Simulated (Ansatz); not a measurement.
Ansatz (a program for electronic structure) run on SnO (Pm, 4 atoms in the cell): self-consistent single point.

Method: PBEsol, default PAW files made with PBE (plane waves; Ansatz).

The change in words: lattice scaled by 0.98; basis.ecutwfc: 30.9 Ry → 18.4 Ry. Reference geometry:
```
SnO
1.0
    3.37177     0.00000     0.00000
    0.00000     5.70247     0.00000
    0.00000     0.00000     4.24308
Sn O
2 2
Direct
  0.00000   0.23191   0.52492
  0.50000   0.76809   0.01314
  0.00000   0.89125   0.73686
  0.50000   0.10875   0.23686
```

Reference input (self-consistent single point, DFT, PBEsol, plane waves, default PAW files made with PBE): basis.ecutwfc = 30.9 Ry; kpoints.mp_grid.grid = 6 4 5; hamiltonian.xc = pbesol; hamiltonian.pseudopotentials = {kind: paw} (the program's default PAW files); scf.occupations.method = fixed. This run's input differs from it in these lines:

Ansatz 0.2 input:
```diff
@@ -2,12 +2,12 @@
   lattice:
-    - [3.371775, 0.000000, 0.000000]
-    - [0.000000, 5.702470, 0.000000]
-    - [0.000000, 0.000000, 4.243080]
+    - [3.304339, 0.000000, 0.000000]
+    - [0.000000, 5.588421, 0.000000]
+    - [0.000000, 0.000000, 4.158218]
   atoms:
-    - { symbol: Sn, position_ang: [0.000000, 1.322460, 2.227295] }
-    - { symbol: Sn, position_ang: [1.685887, 4.380010, 0.055754] }
-    - { symbol: O, position_ang: [0.000000, 5.082326, 3.126556] }
-    - { symbol: O, position_ang: [1.685887, 0.620144, 1.005016] }
+    - { symbol: Sn, position_ang: [0.000000, 1.296011, 2.182748] }
+    - { symbol: Sn, position_ang: [1.652170, 4.292410, 0.054639] }
+    - { symbol: O, position_ang: [0.000000, 4.980680, 3.064025] }
+    - { symbol: O, position_ang: [1.652170, 0.607741, 0.984916] }
 basis:
-  ecutwfc: 30.9 Ry
+  ecutwfc: 18.4 Ry
 kpoints:
```

Log, with long lists cut:

```
SCF iter   1: F=—  HF=-13016.772713 eV  |F-HF|=—  |Δ(HF+E_count)|=         —  Δρ=5.10e-2  dr2=1.07e0  ethr=1.77e-3  ⟨swp⟩=4.8  Hψ=3963  notcnv=0  defer=85
all-band conjugate gradients solve this SCF's bands
preconditioner: auto → Resta (q_TF=auto, 2.447 Å⁻¹)
SCF iter   2: F=—  HF=-13016.528273 eV  |F-HF|=—  |Δ(HF+E_count)|=   2.44e-1  Δρ=1.72e-2  dr2=1.90e-1  ethr=1.77e-3  ⟨swp⟩=2.0  Hψ=1943  notcnv=0  defer=81
   [... lines left out ...]
SCF iter   5: F=—  HF=-13016.499974 eV  |F-HF|=—  |Δ(HF+E_count)|=   8.66e-5  Δρ=5.72e-4  dr2=2.28e-4  ethr=8.14e-7  ⟨swp⟩=2.0  Hψ=1572  notcnv=0  defer=88
SCF iter   6: F=—  HF=-13016.499934 eV  |F-HF|=—  |Δ(HF+E_count)|=   4.03e-5  Δρ=1.11e-4  dr2=7.28e-6  ethr=5.71e-7  ⟨swp⟩=2.0  Hψ=1341  notcnv=0  defer=5
SCF iter   7: F=—  HF=-13016.499909 eV  |F-HF|=—  |Δ(HF+E_count)|=   2.52e-5  Δρ=1.94e-5  dr2=3.12e-7  ethr=1.82e-8  ⟨swp⟩=2.0  Hψ=1416  notcnv=0
SCF iter   8: F=-13016.499909 eV  HF=-13016.499909 eV  |F-HF|=2.09e-10  |Δ(HF+E_count)|=   6.11e-8  Δρ=3.27e-6  dr2=8.23e-9  ethr=2.50e-10  ⟨swp⟩=6.8  Hψ=5038  notcnv=0
SCF 1 converged in 8 iterations: F = -13016.499909 eV  dr2 = 8.23e-9
Free energy (F): -13016.499909 eV
Internal energy: -13016.499909 eV  (E = F + TS)
E sigma→0 (E₀):  -13016.499909 eV
Fermi energy:    7.767371 eV
--- Forces (eV/Å), atoms counted from 1 ---
  atom   1  Sn    -0.00000000     0.11719310    -0.37223238
  atom   2  Sn     0.00000000    -0.13493307     0.18311163
  atom   3  O     -0.00000000     0.05711192    -0.00676885
  atom   4  O      0.00000000    -0.03937698     0.19588779
--- Stress (GPa, compression-positive) ---
       -0.735701      -0.000000      -0.000000
       -0.000000       0.876085      -1.114406
       -0.000000      -1.114408      -1.035506
  P = ⅓ Tr σ = -0.2984 GPa (-2.984 kbar)
  The stress holds the Pulay correction. Without it, at fixed plane waves, as pw.x and ABINIT print it: P = -48.5848 GPa
```

The run converged in 8 iterations. Against the reference run the free energy rises by 1.11 eV/atom, the pressure goes from -4.44 to -0.30 GPa, the largest force goes from 0.840 to 0.390 eV/Å and the gap on the mesh goes from 1.596 to 1.509 eV.

The starting cell comes from a database of computed structures (which also holds hypothetical and non-ambient phases and stackings), without a prior relaxation at this level. Its lattice was rescaled by up to half a per cent. One atom was moved a little off its site on purpose. For this run, on top of that: lattice scaled by 0.98. Ansatz's pressure includes its estimate of the finite-basis (Pulay) stress. Without the estimate this run gives -48.58 GPa. The cutoff lies below the one recommended for these files.
